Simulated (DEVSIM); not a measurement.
Device: Al/Al2O3/p-Ge capacitor, at 300 K.

Layer 1 from the left is Al2O3, thickness (nm) 2.50. Layer 2 from the left is Ge, thickness (nm) 8300, Na (cm⁻³) 5.1e15.

Metal gate on the left, work function 4.1 eV. Fixed charge at the semiconductor interface 0 cm⁻² (in units of +e); no interface traps.

Constants are typed, rounded textbook-type inputs, not results; the design itself was drawn at random and stands for no fabricated device. Values at 300 K.

Al2O3: gap (eV) 6.8, affinity (eV) 1.35, permittivity 9. Ge: gap (eV) 0.664, affinity (eV) 4, permittivity 16, Nc (cm⁻³) 1.04e19, Nv (cm⁻³) 6e18.

Model (solved in DEVSIM): 1D Poisson equation in equilibrium, Boltzmann statistics, complete ionisation; no quantum confinement or tunnelling. Metal contacts follow the ideal Schottky-Mott rule: no Fermi-level pinning, no interface dipoles.

Task: What does the simulation give for the threshold voltage (band bending 2φF), the minimum of the low-frequency capacitance?

Result: threshold voltage (band bending 2φF) -0.09 V; minimum of the low-frequency capacitance 0.0579 μF/cm².
